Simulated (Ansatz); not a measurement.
**Input and output of a self-consistent single point for BaTl4 (C2/m, 10 atoms in the cell) (Ansatz, a program for electronic structure)**

Level of theory: PBEsol, default PAW files made with PBE (plane waves; Ansatz).

This input was run:

Ansatz 0.2 input:
```yaml
# BaTl4
crystal:
  lattice:
    - [6.204000, -2.675500, 0.000000]
    - [6.204000, 2.675500, 0.000000]
    - [-4.551608, 0.000000, 9.332179]
  atoms:
    - { symbol: Tl, position_ang: [2.511770, -0.000000, 5.140911] }
    - { symbol: Tl, position_ang: [5.344622, -0.000000, 4.191268] }
    - { symbol: Tl, position_ang: [1.690229, -0.000000, 0.387939] }
    - { symbol: Tl, position_ang: [6.166163, 0.000000, 8.944240] }
    - { symbol: Tl, position_ang: [0.090864, 0.000000, 2.997029] }
    - { symbol: Tl, position_ang: [7.765528, 0.000000, 6.335150] }
    - { symbol: Tl, position_ang: [2.817606, -0.000000, 8.258139] }
    - { symbol: Tl, position_ang: [5.038786, 0.000000, 1.074040] }
    - { symbol: Ba, position_ang: [-0.990560, 0.000000, 6.651137] }
    - { symbol: Ba, position_ang: [8.846952, 0.000000, 2.681042] }
basis:
  ecutwfc: 420.0
kpoints:
  mp_grid: { grid: [7, 7, 4] }
hamiltonian:
  xc: pbesol
  pseudopotentials: { kind: paw }
scf:
  occupations: { method: cold, width: 0.1 }
output:
  forces: true
  eigenvalues: true
  stress: true
```

Output (repeated stretches shortened):

```
WARN ansatz: RAYON_NUM_THREADS=1 ignored (pool sized by the plan → 1); use --threads N
Pseudopotentials: kind: paw
Pseudopotential: Tl, paw, valence charge 13
Pseudopotential: Ba, paw, valence charge 10
Crystal: 10 atoms, lattice volume = 309.806 Å³
Basis set: ecut = 420 eV, 6059 PW (Γ), exchange–correlation on 96×96×144 points (8 copies of the dense FFT grid, shifted against one another)
Bands: 75, of which v1, the nominal top of the filled ones, is band 62 counted from 1 (61 counted from 0)
Symmetry: 4 space group operations
Space group: C2/m (ITA 12), of the structure as read, at distance tolerance 6.8e-5 Å
k-points: 60 of 196
PAW frozen core: Tl, regenerated for the run's functional, and the local potential with it
PAW frozen core: Ba, regenerated for the run's functional, and the local potential with it
Initial density: superposition of atomic densities (neutral atoms: chi_scale 0, normalization atom), corrected by the library's trained network
Initial wavefunctions: pseudopotential atomic-orbital guess
Eigensolver: davidson
Functional: x = pbesol(κ = 0.804, μ = 0.12345679012345678), c = pbesol(β = 0.046)
SCF iter   1: F=—  HF=-102093.520834 eV  |F-HF|=—  |Δ(HF+E_count)|=         —  Δρ=2.45e-3  dr2=4.26e-2  ethr=1.77e-3  ⟨swp⟩=9.3  Hψ=22095  notcnv=0
all-band conjugate gradients solve this SCF's bands
preconditioner: auto → Kerker (q_TF=auto, 2.342 Å⁻¹)
SCF iter   2: F=—  HF=-102093.510263 eV  |F-HF|=—  |Δ(HF+E_count)|=   1.06e-2  S|Δr|=    0.00e0  Δρ=1.20e-3  dr2=1.57e-2  ethr=3.43e-5  ⟨swp⟩=2.3  Hψ=8646  notcnv=0
SCF iter   3: F=—  HF=-102093.507515 eV  |F-HF|=—  |Δ(HF+E_count)|=   2.75e-3  S|Δr|=    0.00e0  Δρ=3.47e-4  dr2=2.13e-3  ethr=1.27e-5  ⟨swp⟩=3.0  Hψ=7416  notcnv=0
SCF iter   4: F=—  HF=-102093.507186 eV  |F-HF|=—  |Δ(HF+E_count)|=   3.29e-4  S|Δr|=    0.00e0  Δρ=8.77e-5  dr2=6.10e-5  ethr=1.72e-6  ⟨swp⟩=2.0  Hψ=4592  notcnv=0
SCF iter   5: F=—  HF=-102093.507321 eV  |F-HF|=—  |Δ(HF+E_count)|=   1.35e-4  S|Δr|=    0.00e0  Δρ=3.57e-5  dr2=8.04e-6  ethr=4.92e-8  ⟨swp⟩=2.0  Hψ=7744  notcnv=0
SCF iter   6: F=—  HF=-102093.507321 eV  |F-HF|=—  |Δ(HF+E_count)|=   3.56e-7  S|Δr|=    0.00e0  Δρ=8.65e-6  dr2=7.03e-7  ethr=6.48e-9  ⟨swp⟩=3.0  Hψ=7915  notcnv=0
SCF iter   7: F=-102093.507320 eV  HF=-102093.507320 eV  |F-HF|=4.00e-8  |Δ(HF+E_count)|=   9.72e-8  S|Δr|=    0.00e0  Δρ=2.90e-6  dr2=6.55e-8  ethr=8.06e-11  ⟨swp⟩=9.8  Hψ=21958  notcnv=0
SCF 1 converged in 7 iterations: F = -102093.507320 eV  dr2 = 6.55e-8
SCF converged after 7 iterations
Stability not checked (fill_not_monotonic)
Free energy (F): -102093.507320 eV
Harris-Foulkes:  -102093.507320 eV  (|F-HF|=4.00e-8)
Internal energy: -102093.505320 eV  (E = F + TS)
E sigma→0 (E₀):  -102093.506654 eV
Entropy (-TS):   -0.002001 eV (-0.200 meV/atom)
Fermi energy:    10.177821 eV
Step filling:    the computed levels leave a gap of 0.0015 eV = 0.0 smearing widths
--- Per-component energies (eV) ---
  E_band       = -48.363749
  E_kinetic    = 3013.557876
  E_local      = -8253.987526  (includes V_loc(G=0)·N_el)
  E_nonlocal   = 2667.031108
  E_hartree    = 3104.597848
  E_xc         = -2164.335772
  E_vxc        = -1410.605697  (∫ρ·V_xc dr)
  E_paw        = -90427.193654  (= ΣΔE_a)
  E_vpaw       = -2273.542048  (= ΣTr[D̂ρ^β])
  E_aug_tail   = 0.000269  (compensation charges beyond the density's cutoff)
  E_ewald      = -10033.784455
  E_core_change = 0.608987  (= ΣΔE_core)
  E_smearing   = -0.002001  (= −TS)
  E_closure    = -0.000000  (closes the sum)
  Σ components = -102093.507320   (vs F -102093.507320, Δ=0.00e0)
--- Forces (eV/Å), atoms counted from 1 ---
  atom   1  Tl    -0.07232036     0.00000000    -0.03367699
  atom   2  Tl     0.07232036     0.00000000     0.03367699
  atom   3  Tl     0.08865275    -0.00000000    -0.04769593
  atom   4  Tl    -0.08865275     0.00000000     0.04769593
  atom   5  Tl    -0.00823488     0.00000000    -0.01433885
  atom   6  Tl     0.00823488     0.00000000     0.01433885
  atom   7  Tl     0.01667712     0.00000000     0.00039253
  atom   8  Tl    -0.01667712     0.00000000    -0.00039253
  atom   9  Ba     0.00248113     0.00000000     0.01249217
  atom  10  Ba    -0.00248113     0.00000000    -0.01249217
  max |Σ_I F_I| component: 6.94e-18 eV/Å
--- Stress (GPa, compression-positive) ---
       -0.088515       0.000000      -0.174760
        0.000000       0.122906      -0.000000
       -0.174760      -0.000000       0.003327
  P = ⅓ Tr σ = 0.0126 GPa (0.126 kbar)
  The stress holds the Pulay correction. Without it, at fixed plane waves, as pw.x and ABINIT print it: P = -0.0202 GPa
--- Band table (eV; the first three rows and the last of 60) ---
  k-point 0: bands = ["-18.1810", "-18.1766", "-3.5438", "-3.4881", "-3.4658", "-3.4545", "-3.4491", "-3.4232", "-1.7591", "-1.7488", "-1.7249", "-1.6804", "-1.6687", "-1.6493", "-1.6481", "-1.6352", "-1.6069", "-1.5958", "-1.5877", "-1.5023", [...]
  k-point 1: bands = ["-18.1808", "-18.1768", "-3.5387", "-3.4920", "-3.4711", "-3.4546", "-3.4490", "-3.4264", "-1.7657", "-1.7433", "-1.7133", "-1.6860", "-1.6829", "-1.6746", "-1.6181", "-1.6133", "-1.5940", "-1.5856", "-1.5785", "-1.5225", [...]
  k-point 2: bands = ["-18.1806", "-18.1770", "-3.5308", "-3.4993", "-3.4766", "-3.4547", "-3.4489", "-3.4286", "-1.7709", "-1.7371", "-1.7121", "-1.6906", "-1.6877", "-1.6772", "-1.6151", "-1.6008", "-1.5682", "-1.5662", "-1.5526", "-1.5454", [...]
  k-point 59: bands = ["-18.1801", "-18.1765", "-3.5389", "-3.5255", "-3.4899", "-3.4551", "-3.4479", "-3.4238", "-1.7786", "-1.7753", "-1.7332", "-1.7195", "-1.6803", "-1.6778", "-1.6493", "-1.6477", "-1.6167", "-1.6047", "-1.5921", "-1.5436", [...]
```

The run converged in 7 iterations.

The starting cell comes from a database of published, mostly measured structures (it also holds non-ambient and calculated ones), without a prior relaxation at this level. Spin-orbit coupling is off. Ansatz's pressure includes its estimate of the finite-basis (Pulay) stress.

Cost on one core of a shared machine: roughly 80 s.
